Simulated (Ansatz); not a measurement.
## GaSe, response to strain

Start from GaSe in the beta-GaS type structure (space group P6_3/mmc, No. 194; a = 3.7690 Å, c = 15.9597 Å; layered, stacked along the Cartesian z axis). Axes: x lies along a and z along c of the hexagonal cell.

Strains are applied to the cell and any free atomic positions relax; under biaxial strain the out-of-plane vector relaxes too.

All numbers come from PBE-D3(BJ) (Ansatz, a quantum-chemistry and plane-wave program), spin-orbit coupling left out.

Notes on the quantities. pressure: mean of the normal stresses, compression positive.

```tsv
variant	band gap	pressure	volume per atom
base	0.87 eV	0.00 GPa	24.54 Å³
biaxial strain +1.47 %, plane normal [001], relaxed out of plane	0.54 eV	-1.01 GPa	25.08 Å³
biaxial strain +4.43 %, plane normal [001], relaxed out of plane	zero	-2.7 GPa	26.09 Å³
biaxial strain +4.59 %, plane normal [001], relaxed out of plane	zero	-2.7 GPa	26.14 Å³
```

Stability against distortions was not tested. The final runs are not spin-polarised. Gaps under 0.05 eV, about the width of the smearing, are given as zero. A zero or small gap of GaSe under biaxial strain +4.43 %, plane normal [001], relaxed out of plane and GaSe under biaxial strain +4.59 %, plane normal [001], relaxed out of plane can be the functional's error rather than a property of the material.
